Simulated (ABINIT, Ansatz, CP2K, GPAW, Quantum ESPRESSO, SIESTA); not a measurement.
## Code comparison for Bi (P2_1/m, 4 atoms in the cell)

Self-consistent single point.

```xyz
4
Lattice="4.5173 0.0000 0.0000 0.0000 4.4824 0.0000 -1.4806 0.0000 6.5041" Properties=species:S:1:pos:R:3 pbc="T T T"
Bi     2.7029     1.1206     5.1069
Bi     0.3338     3.3618     1.3972
Bi     2.5883     1.1206     2.0676
Bi     0.4484     3.3618     4.4364
```

All programs got the same cell, k-point mesh and kind of occupations (in Ansatz's words: kpoints.mp_grid.grid = 5 4 3; scf.occupations.method = gaussian; scf.occupations.width = 0.01 Ry); potentials, basis and cutoffs are each program's usual ones.

```json
[
 {"code": "ABINIT", "model": "LDA (PW92), norm-conserving pseudopotentials (PseudoDojo nc-sr-04 LDA standard)", "pressure (GPa)": "-0.80", "largest force (eV/Å)": "0.098", "k-points": "24", "cutoff": "35 Ha"},
 {"code": "SIESTA", "model": "LDA PW92, numerical atomic orbitals DZP, PseudoDojo LDA standard norm-conserving potentials (rewritten from UPF to PSML)", "pressure (GPa)": "-0.11", "largest force (eV/Å)": "0.223", "k-points": "32", "cutoff": "grid 300 Ry"},
 {"code": "Ansatz", "model": "LDA (PW92), default PAW files made with PBE", "pressure (GPa)": "-0.72", "largest force (eV/Å)": "0.096", "k-points": "24", "cutoff": "30.9 Ry"},
 {"code": "Quantum ESPRESSO", "model": "LDA (PW92), PseudoDojo standard norm-conserving (LDA) pseudopotentials", "pressure (GPa)": "-0.80", "largest force (eV/Å)": "0.098", "k-points": "24", "cutoff": "70 Ry"},
 {"code": "CP2K", "model": "LDA (Pade form), GPW, DZVP-MOLOPT-SR-GTH basis, GTH-PADE potentials (GTH_POTENTIALS)", "pressure (GPa)": "-0.36", "largest force (eV/Å)": "0.096", "k-points": "31", "cutoff": "grid 400 Ry"},
 {"code": "GPAW", "model": "LDA (Perdew-Wang 92), GPAW PAW datasets LDA (gpaw-data 1.0.1)", "pressure (GPa)": "-0.82", "largest force (eV/Å)": "0.080", "k-points": "24", "cutoff": "600 eV"}
]
```

Size of the force on each atom (eV/Å): Sizes of forces hide their directions.

```csv
code,Bi1,Bi2,Bi3,Bi4
ABINIT,0.098,0.098,0.056,0.056
SIESTA,0.223,0.223,0.171,0.171
Ansatz,0.096,0.096,0.051,0.051
Quantum ESPRESSO,0.098,0.098,0.056,0.056
CP2K,0.096,0.096,0.034,0.034
GPAW,0.080,0.080,0.045,0.045
```

The spread over the programs that give each value: pressure within 0.71 GPa; largest force within 0.143 eV/Å.

The starting cell comes from a database of computed structures (which also holds hypothetical and non-ambient phases and stackings), without a prior relaxation at this level. Its lattice was rescaled by a random factor within 2.5 % of one. On Ansatz's run: Spin-orbit coupling is off. Without a gap this mesh is coarse (it stands for a supercell whose shortest vector is 18 Å).

Task: Why do the programs differ, and what cannot be compared?

Result: Differences of this kind can come from the potentials, where these differ, and from what each basis and cutoff leave unconverged. The valence holds different numbers of electrons (ABINIT 60, SIESTA 60, Ansatz (a quantum-chemistry and plane-wave program) 60, Quantum ESPRESSO 60, CP2K 20, GPAW 60). The zero of total energies and Fermi levels follows the potentials and each program's conventions, so they are not compared here. SIESTA and CP2K use small atom-centred bases, whose incompleteness enters pressures, forces and empty levels differently from a plane-wave cutoff. Ansatz's pressure is given at a fixed set of plane waves, as the other plane-wave codes print theirs. Ansatz's smearing width was typed in Ry to four decimals, so it matches the others to a few per cent. The programs reduce the same mesh by symmetry to different extents, which changes the work and not the result. In the force vectors, SIESTA (by 0.151) and CP2K (by 0.122) lie more than 0.08 eV/Å from the median of the plane-wave programs.

The shared mesh is coarse (it stands for a supercell whose shortest vector is 18 Å), so the values are not converged in it.

Left out of this page: Elk and FLEUR (not drawn, or without a comparable value).

Keys are those of Ansatz 0.2.
